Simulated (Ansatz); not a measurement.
Given:

```xyz
8
Lattice="5.3574 0.0000 0.0000 0.0000 5.3574 0.0000 2.6787 -2.6787 5.2697" Properties=species:S:1:pos:R:3 pbc="T T T"
Cu     0.0000     0.0000     0.0000
Cu     2.6787     0.0000     2.6349
Zn     5.3574     2.6787     2.6349
Sn     2.6787     2.6787     0.0000
S      1.2840     1.2357     1.3745
S      3.9144     1.3947     3.8952
S      4.0734     4.1217     1.3745
S      6.8004    -1.3947     3.8952
```

No spin polarisation.

Method: DFT with LDA, PAW potentials and a 420 eV plane-wave cutoff in Ansatz (a quantum-chemistry and plane-wave program), without spin-orbit coupling. Γ-centred 9×9×9 mesh, Fermi–Dirac width 0.05 eV.

Problem. Predict the band gap and pressure.

Solution. 
- Band gap = 0.10 eV
- Pressure (mean of the normal stresses, compression positive) = -0.46 GPa

The cells carry an imposed strain or load. Stability against distortions was not tested. All final runs are without spin polarisation. The cell was made from ZnCu₂SnS₄ (space group I-4, No. 82) by this change: biaxial strain +0.75 %, plane normal [001], relaxed out of plane. The zero or small gap of ZnCu2SnS4 can change with the level of theory.
